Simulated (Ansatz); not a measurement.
Worked example: self-consistent single point of WC (P3m1, 2 atoms in the cell) in Ansatz (a quantum-chemistry and plane-wave program).

Method of the run: LDA (PW92), PAW files made with PBE (plane waves; Ansatz).

The change in words: lattice scaled by 0.98; kpoints.mp_grid.grid: 13 13 12 → 14 14 12. Reference geometry:
```xyz
2
Lattice="1.4623 -2.5327 0.0000 1.4623 2.5327 0.0000 0.0000 0.0000 2.8542" Properties=species:S:1:pos:R:3 pbc="T T T"
W      0.0000     0.0000     0.0500
C      1.4623     0.8442     1.4271
```

Reference input (self-consistent single point, DFT, LDA (PW92), plane waves, PAW files made with PBE): basis.ecutwfc = 420 eV; kpoints.mp_grid.grid = 13 13 12; hamiltonian.xc = lda; hamiltonian.pseudopotentials = {kind: paw} (the program's default PAW files); scf.occupations.method = gaussian; scf.occupations.width = 0.1 eV. This run's input differs from it in these lines:

Ansatz 0.2 input:
```diff
@@ -2,5 +2,5 @@
   lattice:
-    - [1.46227500, -2.53273500, 0.00000000]
-    - [1.46227500, 2.53273500, 0.00000000]
-    - [0.00000000, 0.00000000, 2.85420000]
+    - [1.43303000, -2.48208000, 0.00000000]
+    - [1.43303000, 2.48208000, 0.00000000]
+    - [0.00000000, 0.00000000, 2.79711600]
   atoms:
@@ -12,3 +12,3 @@
   mp_grid:
-    grid: [13, 13, 12]
+    grid: [14, 14, 12]
 hamiltonian:
```

Output (repeated stretches shortened):

```
SCF iter   1: F=—  HF=-10375.416541 eV  |F-HF|=—  |Δ(HF+E_count)|=         —  Δρ=1.37e-1  dr2=4.85e0  ethr=3.10e-3  ⟨swp⟩=5.1  Hψ=15493  notcnv=0
all-band conjugate gradients solve this SCF's bands
preconditioner: auto → none
SCF iter   2: F=—  HF=-10374.329381 eV  |F-HF|=—  |Δ(HF+E_count)|=    1.09e0  Δρ=5.30e-2  dr2=7.03e-1  ethr=3.10e-3  ⟨swp⟩=2.8  Hψ=7211  notcnv=0
SCF iter   3: F=—  HF=-10374.152402 eV  |F-HF|=—  |Δ(HF+E_count)|=   1.77e-1  Δρ=5.31e-3  dr2=1.91e-3  ethr=3.10e-3  ⟨swp⟩=2.0  Hψ=5600  notcnv=0
SCF iter   4: F=—  HF=-10374.152216 eV  |F-HF|=—  |Δ(HF+E_count)|=   1.85e-4  Δρ=1.05e-3  dr2=1.58e-4  ethr=1.06e-5  ⟨swp⟩=2.5  Hψ=6689  notcnv=0
SCF iter   5: F=—  HF=-10374.152189 eV  |F-HF|=—  |Δ(HF+E_count)|=   2.71e-5  Δρ=1.67e-4  dr2=3.50e-6  ethr=8.77e-7  ⟨swp⟩=2.1  Hψ=4238  notcnv=0
SCF iter   6: F=—  HF=-10374.152186 eV  |F-HF|=—  |Δ(HF+E_count)|=   3.61e-6  Δρ=4.42e-5  dr2=9.89e-8  ethr=5.56e-10  ⟨swp⟩=3.2  Hψ=13988  notcnv=0
SCF iter   7: F=-10374.152186 eV  HF=-10374.152186 eV  |F-HF|=1.11e-10  |Δ(HF+E_count)|=   2.18e-8  Δρ=7.77e-6  dr2=2.93e-9  ethr=5.50e-10  ⟨swp⟩=2.3  Hψ=11518  notcnv=0
SCF 1 converged in 7 iterations: F = -10374.152186 eV  dr2 = 2.93e-9
Free energy (F): -10374.152186 eV
Internal energy: -10374.150107 eV  (E = F + TS)
E sigma→0 (E₀):  -10374.151146 eV
Entropy (-TS):   -0.002078 eV (-1.039 meV/atom)
Fermi energy:    21.105607 eV
--- Forces (eV/Å), atoms counted from 1 ---
  atom   1  W     -0.00000000    -0.00000000    -0.80696955
  atom   2  C      0.00000000    -0.00000000     0.80696503
--- Stress (GPa, compression-positive) ---
        8.280438       0.000000      -0.000000
        0.000000       8.280438      -0.000000
       -0.000000       0.000000       9.128932
  P = ⅓ Tr σ = 8.5633 GPa (85.633 kbar)
  The stress holds the Pulay correction. Without it, at fixed plane waves, as pw.x and ABINIT print it: P = 8.3009 GPa
```

The run converged in 7 iterations. Against the reference run the free energy goes down by 16.6 meV/atom, the pressure goes from -16.11 to 8.56 GPa and the largest force goes from 0.607 to 0.807 eV/Å.

The starting cell has typed, rounded lattice constants, without a prior relaxation at this level. Its lattice was rescaled by up to half a per cent. One atom was moved a little off its site on purpose. For this run, on top of that: lattice scaled by 0.98. Spin polarisation is off. With a pressure of about 9 GPa the cell is away from its equilibrium volume at this level. Ansatz's pressure includes its estimate of the finite-basis (Pulay) stress.
